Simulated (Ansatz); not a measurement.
**Fermi-surface data of TiC (Fm-3m)**

Here is the system:

```yaml
crystal:
  lattice:
    - [0.00000, 2.14664, 2.14664]
    - [2.14664, 0.00000, 2.14664]
    - [2.14664, 2.14664, 0.00000]
  atoms:
    - { symbol: Ti, position: [0.00000, 0.00000, 0.00000] }
    - { symbol: C, position: [0.50000, 0.50000, 0.50000] }
```

Level of theory: PBEsol, rigid bands (plane waves, PAW, scalar-relativistic; Ansatz, a first-principles code). Cell: cell and atoms relaxed with PBEsol.

The density of states at the Fermi level comes out as 0.289 states/(eV·cell), both spins. The bare Sommerfeld coefficient is 0.34 mJ/(mol of atoms·K²) and the drude plasma energy is 3.6 eV. The root-mean-square Fermi velocity is 5.8e5 m/s and the resistivity times τ comes out as 38 ×10⁻²² Ω·m·s.

A metal at this level (no band gap); rigid bands, thermally averaged at 300 K, both spins. Spin-orbit coupling is left out. τ is one relaxation time for all states.
